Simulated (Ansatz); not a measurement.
The parent structure is TiO$_{2}$ in the rutile structure (space group P4_2/mnm, No. 136; a = 4.643 Å, c = 2.964 Å). Axes: x, y, z lie along a, b, c of the conventional cell.

The values are results of PBE/PAW in Ansatz (a quantum-chemistry and plane-wave program), no spin-orbit coupling, not measurements.

For the base:

- Electron mass: 0.58 mₑ along c, 1.2 mₑ across (at Γ)
- Pressure: 0.00 GPa

Perturbation: compressive biaxial strain of 2.40 % in the plane normal to [001], as in epitaxy on a mismatched substrate; the out-of-plane cell vector and the atoms relax.

Q: Estimate the effect on the electron mass.

A: The electron mass goes from 0.58 mₑ along c, 1.2 mₑ across (at Γ) to 0.59 mₑ out of plane, 1.2 mₑ in plane (at Γ).

Q: Predict the new pressure.

A: The pressure (mean of the normal stresses, compression positive) goes from zero to 5.86 GPa.

Q: Estimate the effect on the out-of-plane strain.

A: The out-of-plane strain comes out as +1.69 %.

The levels and masses belong to the bands next to the band gap. Effective masses come from finite differences of ±0.01 Å⁻¹. No phonon test of stability was made. All final runs are without spin polarisation.
